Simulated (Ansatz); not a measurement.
## SrTiO3, response to strain

Base system: SrTiO3 in the cubic perovskite structure (space group Pm-3m, No. 221).

```xyz
5
Lattice="3.8911 0.0000 0.0000 0.0000 3.8911 0.0000 0.0000 0.0000 3.8911" Properties=species:S:1:pos:R:3 pbc="T T T"
Sr     0.0000     0.0000     0.0000
Ti     1.9456     1.9456     1.9456
O      1.9456     0.0000     1.9456
O      0.0000     1.9456     1.9456
O      1.9456     1.9456     0.0000
```

Cartesian axes are those of the cell as printed.

Strains are applied to the cell and any free atomic positions relax; under biaxial strain the out-of-plane vector relaxes too.

The values are results of PBEsol (Ansatz, a program for electronic structure; PAW; 420 eV plane waves; spin-orbit coupling left out), not measurements.

Notes on the quantities. energy relative to the base: free energy F.

| variant | smallest direct gap | energy relative to the base | band gap | volume per atom |
|---|---|---|---|---|
| base | 2.19 eV | 0 meV/atom | 1.85 eV | 11.78 Å³ |
| biaxial strain +0.50 %, plane normal [111], relaxed out of plane | 2.14 eV | +0.7 meV/atom | 1.81 eV | 11.86 Å³ |
| biaxial strain +1.00 %, plane normal [111], relaxed out of plane | 2.09 eV | +2.7 meV/atom | 1.77 eV | 11.94 Å³ |
| biaxial strain +1.50 %, plane normal [111], relaxed out of plane | 2.03 eV | +6.1 meV/atom | 1.73 eV | 12.03 Å³ |
| biaxial strain +2.00 %, plane normal [111], relaxed out of plane | 1.98 eV | +11 meV/atom | 1.69 eV | 12.11 Å³ |
| biaxial strain +2.50 %, plane normal [111], relaxed out of plane | 1.93 eV | +17 meV/atom | 1.65 eV | 12.19 Å³ |

No phonon test of stability was made. All final runs are without spin polarisation. Many cubic perovskites are stable only at high temperature; tilts and polar distortions were not tested.
